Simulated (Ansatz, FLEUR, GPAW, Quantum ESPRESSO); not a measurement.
# One structure in several programs: LaCu3Ni2 (P6/mmm, 6 atoms in the cell)

Self-consistent single point, at a second geometry (lattice scaled by 0.98). First geometry:

```
LaCu3Ni2
1.0
    4.99216     0.00000     0.00000
   -2.49608     4.32334     0.00000
    0.00000     0.00000     4.03293
La Cu Ni
1 3 2
Cartesian
  0.00000   0.00000   0.00000
  2.49608   0.00000   2.01646
  1.24804   2.16167   2.01646
 -1.24804   2.16167   2.01646
  0.00000   2.88223   0.00000
  2.49608   1.44111   0.00000
```

Shared settings, as Ansatz (a program for electronic structure) writes them: kpoints.mp_grid.grid = 7 7 8; scf.occupations.method = fermi_dirac; scf.occupations.width = 0.1 eV. Potentials and cutoffs stand in the table.

| code | model | ΔF from the first geometry (meV/atom) | pressure (GPa) | cutoff |
|---|---|---|---|---|
| Ansatz | LDA (PW92), PAW files made with PBE | -11.4 | 2.15 | default |
| FLEUR | LDA (Vosko-Wilk-Nusair), all-electron FLAPW (FLEUR), scalar-relativistic valence | -12.8 | – | Kmax 3.8 1/bohr |
| Quantum ESPRESSO | LDA (PZ), GBRV 1.5 ultrasoft (LDA) pseudopotentials | -9.2 | 2.04 | 50 Ry |
| GPAW | LDA (Perdew-Wang 92), GPAW PAW datasets LDA (gpaw-data 1.0.1) | -5.3 | 3.21 | 850 eV |

For Quantum ESPRESSO (by 0.6 GPa) the energy change implies a higher mean pressure, against the two pressures, than for the other programs: a sign of finite-basis (Pulay) stress.

A dash marks a value that a program does not give, or that is left out as unsure.

On Ansatz's run: spin polarisation is off.

The spread over the programs that give each value: ΔF from the first geometry within 7.5 meV/atom; pressure within 1.17 GPa.

FLEUR treats all electrons, but the usual bases taken here (sphere radii, linearisation, local orbitals, empty states) were not tested for convergence, so the values are no reference for the others. Ansatz's pressure is given at a fixed set of plane waves, as the other plane-wave codes print theirs; with its correction for the finite basis it is 2.21 GPa. The same LDA comes in different parametrisations, which differ slightly. In the pressure, GPAW (by 1.07) lies more than 1 GPa from the median of the plane-wave programs.

The starting cell comes from a database of computed structures (which also holds hypothetical and non-ambient phases and stackings), without a prior relaxation at this level. Its lattice was rescaled by a random factor within 2.5 % of one. For this run, on top of that: lattice scaled by 0.98.

Keys are those of Ansatz 0.2.
